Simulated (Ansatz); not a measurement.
## CaO: Ca → Ba

The parent structure is CaO in the rock salt structure (space group Fm-3m, No. 225; a = 4.767 Å).

The change: every Ca is replaced by Ba, then cell and atoms are relaxed.

Computed with PBEsol, PAW, 420 eV (Ansatz, a first-principles code; spin-orbit coupling left out). Γ-centred 10×10×10 mesh, Fermi–Dirac width 0.05 eV, for the changed cell.

```tsv
quantity	base	changed	shift
density	3.44 g/cm³	6.16 g/cm³	+2.72 g/cm³
lattice parameter a	9.008 bohr	10.374 bohr	+1.366 bohr
space group	Fm-3m (No. 225)	Fm-3m (No. 225)	–
shortest interatomic distance	4.504 bohr	5.187 bohr	+0.683 bohr
band gap	3.54 eV	1.84 eV	-1.706 eV
gap character	indirect, Γ → X	direct at X	–
electron mass	1.4 mₑ along k, 0.42 mₑ across (at X)	1.2 mₑ along k, 0.38 mₑ across (at X)	–
```

Final structure:

```
CELL_PARAMETERS angstrom
      0.00000     2.74493     2.74493
      2.74493     0.00000     2.74493
      2.74493     2.74493     0.00000
ATOMIC_POSITIONS crystal
  Ba 0.00000 0.00000 0.00000
  O  0.50000 0.50000 0.50000
```

Effective masses come from finite differences of ±0.01 Å⁻¹. Along k means along the line from Γ to the band edge. Stability against distortions was not tested. The base started in Cmce and relaxed to Fm-3m at this level.
